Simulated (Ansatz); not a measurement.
System: TiAl₃ (I4/mmm, No. 139). Method: BLYP in Ansatz (PAW).

Settings: plane-wave cutoff 520 eV, 20×20×20 k mesh, Fermi–Dirac smearing 0.05 eV, no spin polarisation, scalar-relativistic PAW data made under PBE.

Results at a series of volumes:

```
V (Å³/atom)  E − E_lowest (meV/atom)  P (GPa)
-----------  -----------------------  -------
15.780                          8.13     4.11
16.109                          1.96     1.94
16.437                          0.00     0.00
16.766                          1.83    -1.75
17.095                          7.06    -3.32
```

Q: Estimate the bulk modulus and its pressure derivative from these points.

A: V0 = 16.437 Å³/atom, B0 = 92.2 GPa, B′ = 4.4 (fit to the energies at full precision).

Shape and atoms are relaxed at each volume.

Measured, for comparison: equilibrium volume per atom 15.93 Å³/atom (temperature not stated, no zero-point or thermal correction; as tabulated in P. Norby and A. Norlund Christensen, Acta Chemica Scandinavica A40, 157 (1986)). Computed (rounded) less measured: equilibrium volume per atom +3.2 %.

Note: the bulk modulus comes from volumes at which shape and atoms were relaxed.

Static lattice: no zero-point or thermal effects.

Ansatz is a program for electronic structure.
